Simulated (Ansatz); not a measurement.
# Band gap of Ba2Ti2N3F3 (model structure, P-4m2, No. 115, 10 atoms in the cell) at several levels of theory

No measured value is used here.

| level (code) | value (eV) |
|---|---|
| LDA (Ansatz) | 1.33 |
| PBE (Ansatz) | 1.40 |
| PBE+SOC (Ansatz) | 1.39 |
| r²SCAN (Ansatz) | … |
| HSE06 (Ansatz) | 2.38 |

Problem. Some entries are withheld; supply them.

Solution. 
- r²SCAN (Ansatz, an electronic-structure program), value (eV): 1.62

Computed values are for a static lattice. Spin–orbit coupling is included only where a level's name says +SOC; with heavier elements it mostly lowers gaps and can invert bands.  Values are at the PBEsol cell. Cutoffs and k meshes differ between the levels. Ansatz's density-functional and Hartree–Fock values are scalar-relativistic unless marked +SOC, with PAW data made under PBE.

A model structure was made by putting elements into a prototype or built by hand; it is no filed structure, need not be a known phase, and can be a saddle point held by its symmetry.
